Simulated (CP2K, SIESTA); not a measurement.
A SIESTA input for a self-consistent single point of HfBe₂ (P6/mmm, 3 atoms in the cell) (DFT, GGA PBEsol, numerical atomic orbitals DZP, PseudoDojo PBEsol standard norm-conserving potentials (rewritten from UPF to PSML)):

```
# files in the folder: Hf.psml Be.psml (PseudoDojo PBEsol standard)
SystemName  HfBe2
SystemLabel siesta

NumberOfAtoms                3
NumberOfSpecies              2
%block ChemicalSpeciesLabel
  1 72 Hf
  2 4 Be
%endblock ChemicalSpeciesLabel
LatticeConstant              3.779500 Ang
%block LatticeVectors
     1.000000000    0.000000000    0.000000000
    -0.500000000    0.866025400    0.000000000
     0.000000000    0.000000000    0.838724699
%endblock LatticeVectors
AtomicCoordinatesFormat      Ang
%block AtomicCoordinatesAndAtomicSpecies
     0.000000000    0.000000000    0.000000000  1
    -0.000001890    2.182096424    1.584980000  2
     1.889751890    1.091046576    1.584980000  2
%endblock AtomicCoordinatesAndAtomicSpecies

XC.functional                GGA
XC.authors                   PBEsol
PAO.BasisSize                DZP
PAO.EnergyShift              0.005 Ry
PAO.Polarization.NonPerturbative true
MeshCutoff                   400 Ry
%block kgrid.MonkhorstPack
   10   0   0  0.0
    0  10   0  0.0
    0   0  10  0.0
%endblock kgrid.MonkhorstPack
OccupationFunction           MP
OccupationMPOrder            0
ElectronicTemperature        0.05 eV

MaxSCFIterations             150
SCF.Mixer.Method             Pulay
SCF.Mixer.Weight             0.25
SCF.Mixer.History            8
SCF.DM.Tolerance             1.0E-05
Diag.ParallelOverK           true
WriteForces                  true
Charge.Mulliken              end
```

### Question
Write the same calculation as an input for CP2K.

### Answer
This is the input that was run; spellings and numerical settings could be chosen otherwise.

```
&GLOBAL
  PROJECT run
  RUN_TYPE ENERGY_FORCE
  PRINT_LEVEL MEDIUM
&END GLOBAL
&FORCE_EVAL
  METHOD Quickstep
  STRESS_TENSOR ANALYTICAL
  &DFT
    BASIS_SET_FILE_NAME BASIS_MOLOPT
    POTENTIAL_FILE_NAME GTH_POTENTIALS
    &QS
      METHOD GPW
      EPS_DEFAULT 1E-10
    &END QS
    &MGRID
      CUTOFF 600
      REL_CUTOFF 40
      NGRIDS 5
    &END MGRID
    &SCF
      SCF_GUESS ATOMIC
      EPS_SCF 1E-7
      MAX_SCF 100
      ADDED_MOS 5
      &DIAGONALIZATION
        ALGORITHM STANDARD
      &END DIAGONALIZATION
      &MIXING
        METHOD BROYDEN_MIXING
        ALPHA 0.3
        NBUFFER 12
        BETA 1.5
      &END MIXING
      &SMEAR ON
        METHOD GAUSSIAN
        SIGMA [eV] 0.05
      &END SMEAR
    &END SCF
    &KPOINTS
      SCHEME MONKHORST-PACK 10 10 10
      GAMMA_CENTERED T
    &END KPOINTS
    &XC
      &XC_FUNCTIONAL
        &PBE
          PARAMETRIZATION PBESOL
        &END PBE
      &END XC_FUNCTIONAL
    &END XC
    &PRINT
      &MO
        EIGENVALUES T
        OCCUPATION_NUMBERS T
        NDIGITS 8
        FILENAME mo
        &EACH
          QS_SCF 0
        &END EACH
        ADD_LAST NUMERIC
      &END MO
      &MULLIKEN ON
      &END MULLIKEN
    &END PRINT
  &END DFT
  &SUBSYS
    &CELL
      ABC 3.77950000 3.77949999 3.16996000
      ALPHA_BETA_GAMMA 90.00000000 90.00000000 120.00000010
      PERIODIC XYZ
    &END CELL
    &COORD
      SCALED
      Hf       0.00000000     0.00000000     0.00000000
      Be       0.33333300     0.66666700     0.50000000
      Be       0.66666700     0.33333300     0.50000000
    &END COORD
    &KIND Hf
      BASIS_SET DZVP-MOLOPT-SR-GTH
      POTENTIAL GTH-PBE-q12
    &END KIND
    &KIND Be
      BASIS_SET DZVP-MOLOPT-SR-GTH
      POTENTIAL GTH-PBE-q4
    &END KIND
  &END SUBSYS
  &PRINT
    &FORCES ON
    &END FORCES
    &STRESS_TENSOR ON
    &END STRESS_TENSOR
  &END PRINT
&END FORCE_EVAL
```

Basis settings and potentials, where a program has them, do not carry over. This input uses DFT PBEsol, GPW, DZVP-MOLOPT-SR-GTH basis, GTH-PBE potentials (GTH_POTENTIALS). Both were run: pressure -4.25 GPa in SIESTA and -1.24 in CP2K.

On SIESTA: the starting cell comes from a database of computed structures (which also holds hypothetical and non-ambient phases and stackings), without a prior relaxation at this level. Values carry the incompleteness of an atom-centred basis. With a pressure of about -4 GPa the cell is away from its equilibrium volume at this level.

On CP2K: the starting cell comes from a database of computed structures (which also holds hypothetical and non-ambient phases and stackings), without a prior relaxation at this level. Values carry the incompleteness of an atom-centred basis. The potentials were made for another functional than the one used.
